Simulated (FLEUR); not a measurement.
Input and output of a self-consistent single point for SiNi (Pmmn, 4 atoms in the cell) (FLEUR).

Computed with PBEsol, all-electron FLAPW (FLEUR), scalar-relativistic valence run with FLEUR.

The change in words: lattice scaled by 0.98. Reference geometry:
```
CELL_PARAMETERS angstrom
      2.95307     0.00000     0.00000
      0.00000     3.29181     0.00000
      0.00000     0.00000     4.69382
ATOMIC_POSITIONS crystal
  Si 0.00000 0.00000 0.15686
  Si 0.50000 0.50000 0.84314
  Ni 0.00000 0.00000 0.65750
  Ni 0.50000 0.50000 0.34250
```

Reference input (self-consistent single point, DFT, PBEsol, all-electron FLAPW (FLEUR), scalar-relativistic valence): Kmax = 4.3 1/bohr; GmaxXC = 12.9 1/bohr; xcFunctional = PBEs; jspins = 1; l_soc = F; mode = hist; fermiSmearingEnergy = 0.00183747 Htr; mesh (inpgen div1-3) = 8 7 5; inpgen gamma flag = true; Gmax = 12.9 1/bohr; numbands = 0; maxIterBroyd = 40. This run's input differs from it in these lines:

```diff
@@ -3,5 +3,5 @@
 &input film=f /
-5.5804935268 0.0000000000 0.0000000000
-0.0000000000 6.2206212440 0.0000000000
-0.0000000000 0.0000000000 8.8700361680
+5.4688844122 0.0000000000 0.0000000000
+0.0000000000 6.0962092349 0.0000000000
+0.0000000000 0.0000000000 8.6926362383
 1.0
@@ -46,5 +46,5 @@
          <bravaisMatrix>
-            <row-1>    5.5804935267999998     0.0000000000000000     0.0000000000000000</row-1>
-            <row-2>    0.0000000000000000     6.2206212440000002     0.0000000000000000</row-2>
-            <row-3>    0.0000000000000000     0.0000000000000000     8.8700361680000004</row-3>
+            <row-1>    5.4688844122000004     0.0000000000000000     0.0000000000000000</row-1>
+            <row-2>    0.0000000000000000     6.0962092348999999     0.0000000000000000</row-2>
+            <row-3>    0.0000000000000000     0.0000000000000000     8.6926362383000004</row-3>
          </bravaisMatrix>
```

Output (repeated stretches shortened):

```
 Iteration:     1   Distance:      13.38923469 me/bohr^3
 Iteration:     2   Distance:      11.18694910 me/bohr^3
 Iteration:     3   Distance:       9.43242991 me/bohr^3
 Iteration:     4   Distance:       3.43325320 me/bohr^3
 Iteration:     5   Distance:       3.67267149 me/bohr^3
   [... 8 lines left out ...]
 Iteration:    14   Distance:       0.00016957 me/bohr^3
 Iteration:    15   Distance:       0.00004097 me/bohr^3
 Iteration:    16   Distance:       0.00002428 me/bohr^3
 Iteration:    17   Distance:       0.00000219 me/bohr^3
 Reset of history
 Run finished successfully
 Stop message:
   Structural relaxation: new displacements generated

[file out, last iteration]
             iter=     18
[...]
          total density-effective poten   -5.7155089080E+03
          total charge density-energy d   -1.6556670581E+02
 Updated energy parameters for spin:           1
[...]
 fermi energy and band-weighting factors:

[...]
FERMIE:
          first approx. to ef    (T=0)  :   0.464849 htr   (energy of the highest occ. eigenvalue)
          number of occ. states  (T=0)  :       1200
          first approx. to seigv (T=0)  : -14.494109 htr
          sum of weights of occ. states :  20.007143
          sum of semicore charge        :   0.000000 e
FERHIS:  Fermi-Energy by histogram:
          bandgap                     :   0.000708 htr
   [... lines left out ...]
          charge neutrality (T=0)     :   0.014286    (zero if the highest occ. eigenvalue is "entirely" occupied)
     EF_NEWTON:  Adjust Fermi-Energy by Newton-Method.
 Direct bandgap for spin            1 :    1.4104040673413643E-002  Htr
 ---->    free energy=                     -3618.2099267565 htr
   [... lines left out ...]
      extrapolation for T->0
 ---->    total electron energy=           -3618.2097837756 htr
 ***** TOTAL FORCES ON ATOMS *****
 TOTAL FORCE FOR ATOM TYPE=  1  X= -1.367   Y= -1.524   Z=  1.364
                       FX_TOT= 0.000000 FY_TOT= 0.000000 FZ_TOT= 0.000098
 TOTAL FORCE FOR ATOM TYPE=  2  X= -1.367   Y= -1.524   Z= -2.977
                       FX_TOT= 0.000000 FY_TOT= 0.000000 FZ_TOT=-0.003964
```

The run converged in 17 iterations. FLEUR gives forces in its relaxation mode, with a further iteration, so its stop message speaks of a relaxation. Against the reference run the free energy goes up by 20.6 meV/atom.

The starting cell comes from a database of computed structures (which also holds hypothetical and non-ambient phases and stackings), without a prior relaxation at this level. Its lattice was rescaled by a random factor within 2.5 % of one. For this run, on top of that: lattice scaled by 0.98. Spin polarisation is off. Values depend on the basis (sphere radii, cutoffs, local orbitals), which need not be converged. The log's line on a gap gives a spacing of levels on this mesh, which the program prints for metals too.

Cost on one core of a shared machine: roughly 4 min.
